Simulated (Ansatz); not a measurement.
The starting structures come from a database of crystals and need not be the phases stable at ambient conditions.

 Where the default PAW files enter, the runs use the earlier of Ansatz's two default sets.

By PBEsol, the system below comes out a metal.

A figure of merit of an interconnect metal is its ballistic conductance per area.

Consider the following.

```
Mg2Sn
1.0
    5.90314     0.00000     0.00000
   -2.95157     5.11227     0.00000
    2.95157     1.70409     4.96449
Mg Sn
4 2
Direct
  0.75000   0.37500   0.87500
  0.25000   0.37500   0.37500
  0.75000   0.37500   0.37500
  0.25000   0.87500   0.37500
  0.00000   0.00000   0.00000
  0.50000   0.75000   0.75000
```

Space group of this cell: R-3m. The cell is strained (lengths along the current scaled by 1.03, ions clamped); by PBEsol its mean pressure is -2.5 GPa.

The current flows along the normal of the first two printed cell vectors, the (111) (indices of the unstrained crystal) plane of the conventional cell. No spin-orbit coupling; the value is a mean over 0.1 eV about the Fermi level.

Problem. Compute, with PBEsol (Ansatz, an electronic-structure program), the ballistic conductance per area.

Solution. 0.76 × 10¹⁵ S/m² for both spins.
